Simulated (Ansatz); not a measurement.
Input and output of a relaxation of the atoms for ZnSb2 (P2, 6 atoms in the cell) (Ansatz, a program for electronic structure).

Level of theory: LDA (PW92), default PAW files made with PBE (plane waves; Ansatz).

The change in words: one atom moved by 0.15 angstrom; relax: default → atoms; relax.f_tol: default → 0.001 eV/Å. Reference geometry:
```
ZnSb2
1.0
    6.79981     0.00000     0.00000
    0.00000     6.79981     0.00000
    0.00000     0.00000     3.21039
Zn Sb
2 4
Direct
  0.50000   0.50000   0.50000
  0.00000   0.00000   0.00000
  0.85289   0.35289   0.25000
  0.35289   0.14711   0.75000
  0.14711   0.64711   0.25000
  0.64711   0.85289   0.75000
```

Reference input (self-consistent single point, DFT, LDA (PW92), plane waves, default PAW files made with PBE): basis.ecutwfc = 30.9 Ry; kpoints.mp_grid.grid = 4 4 8; hamiltonian.xc = lda; hamiltonian.pseudopotentials = {kind: paw} (the program's default PAW files); scf.occupations.method = gaussian; scf.occupations.width = 0.0073 Ry. This run's input differs from it in these lines:

```diff
@@ -7,3 +7,3 @@
   atoms:
-    - { symbol: Zn, position: [0.500000, 0.500000, 0.500000] }
+    - { symbol: Zn, position: [0.500000, 0.500000, 0.546723] }
     - { symbol: Zn, position: [0.000000, 0.000000, 0.000000] }
@@ -22,2 +22,4 @@
   occupations: { method: gaussian, width: 0.0073 Ry }
+relax:
+  f_tol: 0.001
 output:
```

Output (repeated stretches shortened):

```
   [... SCF lines of the steps left out ...]
relax step   1: F+E_penalty+E_count = -31835.13739351 eV  Δ(F+E_penalty+E_count) = +0.000e0 eV  max|allowed force component| = 8.744e-2 eV/Å  Δτ_max = 0.0000 Å  (8 SCF iters, dr2 threshold 1.00e-7 eV, accepted)
relax step   2: F+E_penalty+E_count = -31835.13883905 eV  Δ(F+E_penalty+E_count) = -1.446e-3 eV  max|allowed force component| = 8.658e-2 eV/Å  Δτ_max = 0.0262 Å  (6 SCF iters, dr2 threshold 4.78e-7 eV, accepted)
   [... lines left out ...]
relax step  15: F+E_penalty+E_count = -31835.24508803 eV  Δ(F+E_penalty+E_count) = -1.509e-4 eV  max|allowed force component| = 1.363e-3 eV/Å  Δτ_max = 0.0141 Å  (7 SCF iters, dr2 threshold 2.27e-9 eV, accepted)
relax step  16: F+E_penalty+E_count = -31835.24509416 eV  Δ(F+E_penalty+E_count) = -6.129e-6 eV  max|allowed force component| = 3.523e-4 eV/Å  Δτ_max = 0.0035 Å  (6 SCF iters, accepted)
relax step  17: F+E_penalty+E_count = -31835.24509460 eV  Δ(F+E_penalty+E_count) = -4.477e-7 eV  max|allowed force component| = 6.052e-5 eV/Å  Δτ_max = 0.0012 Å  (4 SCF iters, accepted)
the relaxation is at rest under the 2 symmetry operations that the run kept from its start: a minimum is not shown …
Stability not checked: this state was not tested for a lower state beside it, because too few of the mixer's solves of this state at the end of the SCF gave a …
Free energy (F): -31835.245095 eV
Internal energy: -31835.237030 eV  (E = F + TS)
E sigma→0 (E₀):  -31835.241062 eV
Entropy (-TS):   -0.008064 eV (-1.344 meV/atom)
Fermi energy:    9.850489 eV
--- Forces (eV/Å), atoms counted from 1 ---
  atom   1  Zn     0.00000000     0.00000000     0.00000642
   [... lines left out ...]
    - { symbol: Sb, position: [0.8522408092681801, 0.352240368750148, 0.18814554156354318] }
    - { symbol: Sb, position: [0.35224108424913786, 0.14775900205011244, 0.6607611489724701] }
    - { symbol: Sb, position: [0.14775919073181995, 0.6477596312498521, 0.18814554156354318] }
    - { symbol: Sb, position: [0.6477589157508622, 0.8522409979498875, 0.6607611489724701] }
```

The run converged. 

Summary of the result:
| Item | Value |
|---|---|
| Free energy E − TS (on the zero of these files) | -31835.2451 eV |
| Fermi level (on the code's own zero) | 9.85 eV |
| Pressure | -2.29 GPa |
| Relaxation steps | 17 |

The starting cell comes from a database of computed structures (which also holds hypothetical and non-ambient phases and stackings), without a prior relaxation at this level. Its lattice was rescaled by up to half a per cent. For this run, on top of that: one atom moved by 0.15 angstrom. Ansatz's pressure includes its estimate of the finite-basis (Pulay) stress. The run gives no clean gap (levels at the Fermi energy touch, overlap or are partly filled at this smearing), which alone does not show that the compound is a metal.

Cost on one core of a shared machine: roughly 8 min.

Keys are those of Ansatz 0.2.
